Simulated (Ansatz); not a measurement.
Start from MgSe in the rock salt structure (space group Fm-3m, No. 225; a = 5.450 Å). Axes: x, y, z lie along the cube axes.

Method: PBEsol (Ansatz, a first-principles code; PAW; 420 eV plane waves; scalar-relativistic without spin-orbit coupling).

For the base:

- Pressure: 0.00 GPa
- Band gap: 1.78 eV
- Valence-band top at Γ: 0.00, 0.00, 0.00 eV
- Electron mass: 0.49 mₑ along k, 0.23 mₑ across (at X)

It is then changed as follows: biaxial strain +2.50 %, plane normal [001], relaxed out of plane (Cartesian); in-plane vectors clamped, the third vector and the atoms free.

**Question.** Estimate the effect on the pressure.

**Answer.** The pressure (mean of the normal stresses, compression positive) goes from zero to -2.02 GPa.

**Question.** Estimate the effect on the band gap.

**Answer.** The band gap falls by 0.21 eV to 1.57 eV.

**Question.** Estimate the effect on the valence-band top at Γ.

**Answer.** The valence-band top at Γ (three highest levels, from the VBM) becomes 0.00, 0.00, -0.20 eV (base: 0.00, 0.00, 0.00 eV).

**Question.** Estimate the effect on the electron mass.

**Answer.** The electron mass becomes 0.44 mₑ along k, 0.25 mₑ across (at X) (base: 0.49 mₑ along k, 0.23 mₑ across (at X)).

Effective masses come from finite differences of ±0.01 Å⁻¹. Along k means along the line from Γ to the band edge. Whether these cells are dynamically stable was not tested.
